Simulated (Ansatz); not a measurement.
Start from MoSi$_{2}$ (space group I4/mmm, No. 139; a = 3.1901 Å, c = 7.8220 Å; relaxed with 0.1 eV smearing). Axes: x, y, z lie along a, b, c of the conventional cell.

The values are results of Kohn–Sham DFT with the PBEsol functional, run in Ansatz (an electronic-structure program) with PAW and 420 eV plane waves, no spin-orbit coupling, not measurements.

Perturbation: the cell is stretched by 3.00 % along z with no lateral relaxation; the atoms relax in the strained cell.

### Question
Predict the stress tensor and what it implies for the stiffness.

### Answer
Stress of the strained cell less that of the base (GPa, compression positive):
```
   -2.7     0.0     0.0
    0.0    -2.7     0.0
    0.0     0.0   -13.5
```

Then −Δσ_ii/ε with ε = 0.0300 gives secant stiffness values (nonlinear terms included at this strain): C33 ≈ 450 GPa, C13 ≈ 89 GPa and C23 ≈ 89 GPa.

As a check, the harmonic strain energy −½ V₀ Δσ:ε is 17 meV/atom; the computed energy rise is 18 meV/atom.

No phonon test of stability was made. The final runs are not spin-polarised.
